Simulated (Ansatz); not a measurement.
AlCl3 (C2/m, No. 12): band gap by level of theory

No measured value is used here.

| level (code) | value (eV) |
|---|---|
| LDA (Ansatz) | [?] |
| BLYP (Ansatz) | 5.23 (indirect) |
| PBEsol (Ansatz) | [?] |
| B3LYP (VWN-RPA form) (Ansatz) | 6.99 (indirect) |
| HSE06 (Ansatz) | 6.69 (indirect) |
| PBE0 (Ansatz) | [?] |
| Hartree–Fock (Ansatz) | 14.33 (indirect) |
| G0W0@PBEsol (Ansatz) | 8.02 (indirect) |
| G0W0@PBEsol+SOC (Ansatz) | 8.01 |

Complete the blanks.


- LDA (Ansatz, a program for electronic structure), value (eV): 4.99 (indirect)
- PBEsol (Ansatz), value (eV): 5.15 (indirect)
- PBE0 (Ansatz), value (eV): 7.45 (indirect)

Computed values are for a static lattice.  G0W0@PBEsol+SOC: spin–orbit coupling enters as the shift of the gap found with a semilocal functional. Values are at the measured cell. Cutoffs and k meshes differ between the levels. Ansatz's density-functional and Hartree–Fock values are scalar-relativistic unless marked +SOC, with PAW data made under PBE.
